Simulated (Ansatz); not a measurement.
**Response to strain in Ni**

Base system: Ni in the hcp (Mg type) structure (space group P6_3/mmc, No. 194; a = 2.454 Å, c = 4.044 Å; ferromagnetic; relaxed with 0.1 eV smearing). Axes: x lies along a and z along c of the hexagonal cell.

Strains are applied to the cell and any free atomic positions relax; under biaxial strain the out-of-plane vector relaxes too; under stress the whole cell relaxes.

Level of theory: r2SCAN/PAW in Ansatz (a program for electronic structure), no spin-orbit coupling.

Notes on the quantities. pressure: mean of the normal stresses, compression positive.

```tsv
case	shortest interatomic distance	largest site moment	pressure	space group
base	2.454 Å	0.79 μB	0.0 GPa	P6_3/mmc (No. 194)
biaxial strain −1.67 %, plane normal [001], relaxed out of plane	2.413 Å	0.77 μB	5.4 GPa	P6_3/mmc (No. 194)
biaxial strain −0.95 %, plane normal [001], relaxed out of plane	2.430 Å	0.78 μB	2.9 GPa	P6_3/mmc (No. 194)
biaxial strain −0.63 %, plane normal [001], relaxed out of plane	2.438 Å	0.78 μB	?	P6_3/mmc (No. 194)
isotropic strain −0.33 %	2.446 Å	0.78 μB	?	P6_3/mmc (No. 194)
isotropic strain +3.33 %	2.535 Å	0.83 μB	-16.8 GPa	P6_3/mmc (No. 194)
uniaxial strain ε_yy = −0.26 %	2.449 Å	0.78 μB	0.6 GPa	Cmcm (No. 63)
uniaxial strain ε_zz = +2.41 %	2.454 Å	0.79 μB	-4.6 GPa	P6_3/mmc (No. 194)
uniaxial strain ε_zz = +5.62 %	2.454 Å	0.80 μB	-9.5 GPa	P6_3/mmc (No. 194)
uniaxial stress, 2 GPa compression along x	2.437 Å	0.78 μB	–	Cmcm (No. 63)
```

Some entries are withheld; estimate them.


- biaxial strain −0.63 %, plane normal [001], relaxed out of plane, pressure: 1.9 GPa
- isotropic strain −0.33 %, pressure: 2.2 GPa

Other magnetic orders, which the real material may have, were not ruled out. Stability under load was not tested beyond the relaxation. This is not the structure that Ni has at room temperature and ambient pressure.
